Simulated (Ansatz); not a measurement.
The parent structure is Ti3Al (space group P6_3/mmc, No. 194; a = 5.756 Å, c = 4.655 Å). Axes: x lies along a and z along c of the hexagonal cell.

Computed with PBE in Ansatz (plane waves to 420 eV, PAW, without spin-orbit coupling).

Base values:

```
Item               Result
---------------  --------
Pressure          0.0 GPa
Volume per atom  16.69 Å³
```

Now apply this change: biaxial strain −1.35 %, plane normal [001], relaxed out of plane (Cartesian); in-plane vectors clamped, the third vector and the atoms free.

Question: Predict the new energy relative to the base, pressure and volume per atom.

Answer: The energy rises by 4.7 meV/atom; the pressure (mean of the normal stresses, compression positive) goes from zero to 2.3 GPa; the volume per atom decreases by 0.328 Å³ to 16.37 Å³.

Whether these cells are dynamically stable was not tested. The final runs are not spin-polarised.

Ansatz is an electronic-structure program.
